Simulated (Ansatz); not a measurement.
**A computed series for InSb: response to strain**

The reference is InSb in the rock salt structure (space group Fm-3m, No. 225; a = 6.035 Å; a model cell, its experimental status unchecked). Axes: x, y, z lie along the cube axes.

Strains are applied to the cell and any free atomic positions relax.

All numbers come from PBEsol in Ansatz (plane waves to 420 eV, PAW, no spin-orbit coupling).

Candidates:
(a) isotropic strain +0.86 %
(b) uniaxial strain ε_yy = +5.27 %
(c) isotropic strain +2.51 %

Notes on the quantities. energy relative to the base: free energy F.

Problem. Order them by energy relative to the base, lowest first.

Solution. (a) isotropic strain +0.86 % (+3.1 meV/atom), (b) uniaxial strain ε_yy = +5.27 % (+23 meV/atom), (c) isotropic strain +2.51 % (+25 meV/atom)

Without a gap, meshes like the base's 13×13×13 leave anisotropic stresses uncertain by several tenths of a GPa, and small strain energies with them. Whether these cells are dynamically stable was not tested. The final runs are not spin-polarised. This is not the structure that InSb has at room temperature and ambient pressure.

Ansatz is a program for electronic structure.
